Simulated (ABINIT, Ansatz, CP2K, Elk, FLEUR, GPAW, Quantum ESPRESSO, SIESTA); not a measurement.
## One structure in several programs: SiC (P6_3mc, 4 atoms in the cell)

Self-consistent single point.

```xyz
4
Lattice="3.0735 0.0000 0.0000 -1.5368 2.6617 0.0000 0.0000 0.0000 5.0453" Properties=species:S:1:pos:R:3 pbc="T T T"
Si     0.0000     1.7745     2.5206
Si     1.5368     0.8872     5.0432
C      0.0000     1.7745     4.4166
C      1.5368     0.8872     1.8940
```

Shared settings, as Ansatz (a quantum-chemistry and plane-wave program) writes them: kpoints.mp_grid.grid = 6 6 4; scf.occupations.method = fermi_dirac; scf.occupations.width = 0.02 eV. Potentials and cutoffs stand in the table.

```
code                                                                                                                                      model  pressure (GPa)  largest force (eV/Å)  gap on the mesh (eV)           cutoff
----------------  -----------------------------------------------------------------------------------------------------------------------------  --------------  --------------------  --------------------  ---------------
CP2K                                                                 PBEsol, GPW, DZVP-MOLOPT-SR-GTH basis, GTH-PBE potentials (GTH_POTENTIALS)            2.09                 0.009                 2.161      grid 400 Ry
Quantum ESPRESSO                                                                           PBEsol, GBRV 1.5 ultrasoft (PBESOL) pseudopotentials            0.36                 0.005                 2.114            40 Ry
ABINIT                                                           PBEsol, norm-conserving pseudopotentials (PseudoDojo nc-sr-04 PBEsol standard)            0.52                 0.003                 2.114            41 Ha
Elk                                                             PBEsol, all-electron FP-LAPW, Elk's shipped species files, default APW+lo basis               –                     –                 2.121         rgkmax 7
Ansatz                                                                                                  PBEsol, default PAW files made with PBE            0.17                 0.006                 2.115           420 eV
SIESTA            GGA PBEsol, numerical atomic orbitals DZP, PseudoDojo PBEsol standard norm-conserving potentials (rewritten from UPF to PSML)            3.22                 0.014                 2.105      grid 300 Ry
FLEUR                                                                           PBEsol, all-electron FLAPW (FLEUR), scalar-relativistic valence               –                 0.006                 2.119  Kmax 4.5 1/bohr
GPAW                                                                                      PBEsol, GPAW PAW datasets PBEsol (made by gpaw-setup)               –                 0.007                 2.107           950 eV
```

A dash marks a value that a program does not give, or that is left out as unsure.

Gaps are read on the mesh.

The spread over the programs that give each value: pressure within 3.05 GPa; largest force within 0.011 eV/Å; gap on the mesh within 0.056 eV.

CP2K and SIESTA use small atom-centred bases, whose incompleteness enters pressures, forces and empty levels differently from a plane-wave cutoff. Elk and FLEUR treat all electrons, but the usual bases taken here (sphere radii, linearisation, local orbitals, empty states) were not tested for convergence, so the values are no reference for the others. Ansatz's pressure is given at a fixed set of plane waves, as the other plane-wave codes print theirs; with its correction for the finite basis it is 0.47 GPa (the shift of 0.30 GPa shows how far the cutoff is from converged). The pressure of GPAW is left out: its cutoff lies under the one at which its stress was checked. In the pressure, CP2K (by 1.73) and SIESTA (by 2.86) lie more than 1 GPa from the median of the plane-wave programs.

The starting cell comes from a database of computed structures (which also holds hypothetical and non-ambient phases and stackings), without a prior relaxation at this level.

Keys are those of Ansatz 0.2.
